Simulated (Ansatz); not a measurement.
## Pressure series in GaAs

Consider GaAs in the zinc blende structure (space group F-43m, No. 216).

```
CELL_PARAMETERS angstrom
      0.00000     2.82948     2.82948
      2.82948     0.00000     2.82948
      2.82948     2.82948     0.00000
ATOMIC_POSITIONS crystal
  Ga 0.00000 0.00000 0.00000
  As 0.25000 0.25000 0.25000
```

Cell and atoms are relaxed at each pressure.

Computed with PBEsol (Ansatz, a first-principles code), no spin-orbit coupling.

Computed cases, in order: pressure −2 GPa; pressure −1 GPa; 0 GPa (base); pressure 0.9 GPa; pressure 2.1 GPa; pressure 4.5 GPa; pressure 9 GPa; pressure 15 GPa; pressure 22.5 GPa; pressure 30 GPa.

Between which two neighbouring cases does the gap turn between direct and indirect?

Between pressure 4.5 GPa (0.85 eV, direct at Γ) and pressure 9 GPa (1.14 eV, indirect, Γ → Γ–X (87 % along)). The whole series: pressure −2 GPa: 0.19 eV, direct at Γ; pressure −1 GPa: 0.31 eV, direct at Γ; 0 GPa (base): 0.42 eV, direct at Γ; pressure 0.9 GPa: 0.51 eV, direct at Γ; pressure 2.1 GPa: 0.63 eV, direct at Γ; pressure 4.5 GPa: 0.85 eV, direct at Γ; pressure 9 GPa: 1.14 eV, indirect, Γ → Γ–X (87 % along); pressure 15 GPa: 1.03 eV, indirect, Γ → X; pressure 22.5 GPa: 0.90 eV, indirect, Γ → X; pressure 30 GPa: 0.79 eV, indirect, Γ → X.

Load acts through the strain it causes; cell and atoms are relaxed under it. Stability against distortions was not tested. Measured, GaAs leaves this structure (for a Cmcm phase) near 15 GPa (room temperature; as listed in arXiv:1906.07825). A zero or small gap of GaAs under pressure −2 GPa can be the functional's error rather than a property of the material.
